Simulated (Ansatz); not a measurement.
Worked example: relaxation of cell and atoms of CdPd (P4/mmm, 2 atoms in the cell) in Ansatz (a quantum-chemistry and plane-wave program).

Computed with LDA (PW92), default PAW files made with PBE (plane waves; Ansatz).

The change in words: atoms on their sites; basis.ecutwfc: 30.9 Ry → 15.4 Ry; relax: default → cell and atoms. Reference geometry:
```yaml
crystal:
  lattice:
    - [3.02815, 0.00000, 0.00000]
    - [0.00000, 3.02815, 0.00000]
    - [0.00000, 0.00000, 3.68241]
  atoms:
    - { symbol: Cd, position: [0.00000, 0.00000, 0.01358] }
    - { symbol: Pd, position: [0.50000, 0.50000, 0.50000] }
```

Reference input (self-consistent single point, DFT, LDA (PW92), plane waves, default PAW files made with PBE): basis.ecutwfc = 30.9 Ry; kpoints.mp_grid.grid = 11 11 9; hamiltonian.xc = lda; hamiltonian.pseudopotentials = {kind: paw} (the program's default PAW files); scf.occupations.method = fermi_dirac; scf.occupations.width = 0.0073 Ry. This run's input differs from it in these lines:

Ansatz 0.2 input:
```diff
@@ -6,6 +6,6 @@
   atoms:
-    - { symbol: Cd, position: [0.000000, 0.000000, 0.013578] }
+    - { symbol: Cd, position: [0.000000, 0.000000, 0.000000] }
     - { symbol: Pd, position: [0.500000, 0.500000, 0.500000] }
 basis:
-  ecutwfc: 30.9 Ry
+  ecutwfc: 15.4 Ry
 kpoints:
@@ -17,2 +17,4 @@
   occupations: { method: fermi_dirac, width: 0.0073 Ry }
+relax:
+  cell: {}
 output:
```

Output, abridged:

```
   [... SCF lines of the steps left out ...]
relax step   1: F+E_penalty+E_count = -14945.48940031 eV  Δ(F+E_penalty+E_count) = +0.000e0 eV  max|allowed force component| = 4.023e-29 eV/Å  Δτ_max = 0.0000 Å  P = -2.069 GPa  Ω = 33.767 Å³  (8 SCF iters, dr2 threshold 1.00e-7 eV, accepted)
relax step   2: F+E_penalty+E_count = -14947.00615380 eV  Δ(F+E_penalty+E_count) = -1.517e0 eV  max|allowed force component| = 2.958e-30 eV/Å  Δτ_max = 0.0000 Å  P = +34.501 GPa  Ω = 33.016 Å³  energy of the carried Pulay correction = +2.063e0 eV  [...]
   [... lines left out ...]
relax step 119: F+E_penalty+E_count = -14945.99132835 eV  Δ(F+E_penalty+E_count) = +3.011e-3 eV  max|allowed force component| = 3.353e-30 eV/Å  Δτ_max = 0.0000 Å  P = +0.001 GPa  Ω = 30.242 Å³  energy of the carried Pulay correction = +9.712e-2 eV  [...]
relax step 120: F+E_penalty+E_count = -14945.84105063 eV  Δ(F+E_penalty+E_count) = +1.503e-1 eV  max|allowed force component| = 9.269e-30 eV/Å  Δτ_max = 0.0000 Å  P = -0.375 GPa  Ω = 30.242 Å³  stress off target by 3.72e0 GPa  SCF on the basis [...]
basis re-selected at this cell: Δ(F+E_penalty+E_count) = +1.503e-1 eV, ΔP = -0.376 GPa vs the last step
   [... lines left out ...]
Free energy (F): -14945.841051 eV
Fermi energy:    20.460717 eV
Error: variable-cell relaxation did not converge after 120 `relax_step` rows, as none of its last 34 fresh-basis SCF(s) at a relaxed cell met both thresholds with a finite energy. The last misses `relax.cell.stress_tol`: largest allowed force component 9.27e-30 eV/Å (`relax.f_tol` 1.00e-2 eV/Å), stress off the target on the free part of the cell 3.72e0 GPa (`relax.cell.stress_tol` 5.00e-2 GPa), F+E_penalty+E_count -14945.84105063 eV. The closest is row 120, whose structure comes with this error. Larger ratio of force or stress to its threshold at each such SCF whose figures are numbers: 179.603, 182.249, 186.714, 185.237, 169.561, 171.455, 186.398, 197.564, 213.975, 220.079, [...]
   [... lines left out ...]
to start a new deck from the relaxed geometry:
  cell:  # Å, volume = 30.2418 Å³
    - [3.0767520555979693, 1.5100905957492112e-33, 0.0]
    - [1.481897539119121e-33, 3.0767520555979693, 0.0]
    - [0.0, 0.0, 3.194643362490882]
  atoms:
    - { symbol: Cd, position: [3.227247310288823e-36, 2.3994641677104643e-36, 0.0] }
    - { symbol: Pd, position: [0.5, 0.5, 0.5] }
```

The relaxation ended unconverged.  The full log also holds: “iter 4 did not close the SCF: its close was put off for the readings that it lacked (scf_convergence_deferred on its scf_iter line)”. The full log also holds: “iter 5 did not close the SCF: its close was put off for the readings that it lacked (scf_convergence_deferred on its scf_iter line)”.

The starting cell comes from a database of computed structures (which also holds hypothetical and non-ambient phases and stackings), without a prior relaxation at this level. Its lattice was rescaled by up to half a per cent. The cutoff lies below the one recommended for these files.

Cost on one core of a shared machine: roughly 2 min.
